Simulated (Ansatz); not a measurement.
Data:

```yaml
crystal:
  lattice:
    - [0.00000, 2.39740, 2.39740]
    - [2.50120, 0.00000, 2.39740]
    - [2.50120, 2.39740, 0.00000]
  atoms:
    - { symbol: O, position: [0.00000, 0.00000, 0.00000] }
    - { symbol: Ca, position: [0.50000, 0.50000, 0.50000] }
```

No spin polarisation.

Method: r2SCAN, PAW, 500 eV (Ansatz, a program for electronic structure; scalar-relativistic without spin-orbit coupling). k-mesh 12×12×12 (Γ-centred); smearing 0.05 eV (Fermi–Dirac).

What is the computed electron mass?

0.47 mₑ along x, 1.4 mₑ along y, 0.43 mₑ along z (at X).

What band gap does the calculation give?

4.14 eV.

Estimate the stress (xx, yy, zz, yz, xz, xy; compression positive).

(-7.65, -2.35, -2.35, 0.00, 0.00, 0.00) GPa.

The cells carry an imposed strain or load. Masses are band curvatures over ±0.01 Å⁻¹ around the edge. Whether these cells are dynamically stable was not tested. The cell was made from CaO in the rock salt structure (space group Fm-3m, No. 225) by this change: uniaxial strain ε_xx = +4.33 %.
